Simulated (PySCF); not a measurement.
PySCF 2.14.0, HF/def2-svpd, df: Ta(Cl)5 ([Cl][Ta]([Cl])([Cl])([Cl])[Cl]), 6 atoms. The geometry is a generated start, not checked to be a minimum at this level.

- task: energy
- method: hf
- basis: def2-svpd
- two-electron scheme: density fitting
- mol.max_memory: 3000 MB
- mf.max_cycle: 100
- mf.init_guess: minao (default)
- mf.DIIS: CDIIS (default)
- mf.diis_space: 8 (default)
- mf.conv_tol: 1e-09 (default)
- effective core potentials: those of the basis set, past Kr
- basis functions: 170

```xyz
6

Ta     0.0029     0.0053    -0.0019
Cl     1.5969    -0.5904     1.5596
Cl    -1.6044     0.5837    -1.5563
Cl     0.2939     2.1836     0.5226
Cl     1.2411    -0.9540    -1.6345
Cl    -1.5304    -1.2282     1.1106
```

Charge 0 and multiplicity 1 are set for this test and not shown to be the ground state.

One run each on 2 threads, 1 BLAS thread. Values of level_shift (Hartree) tried: 0 (default), 0.1, 0.3, 1.

Task: Which value of level_shift (Hartree) needs the fewest Fock builds, and what happens away from it?

Result: Fewest Fock builds, within one of each other: 0 (default) with 12, 0.1 with 13. The count rises to 26 at 1. All converge to one solution.

| level_shift (Hartree) | Fock builds | end |
|---|---|---|
| 0 (default) | 12 | same solution |
| 0.1 | 13 | same solution |
| 0.3 | 15 | same solution |
| 1 | 26 | same solution |
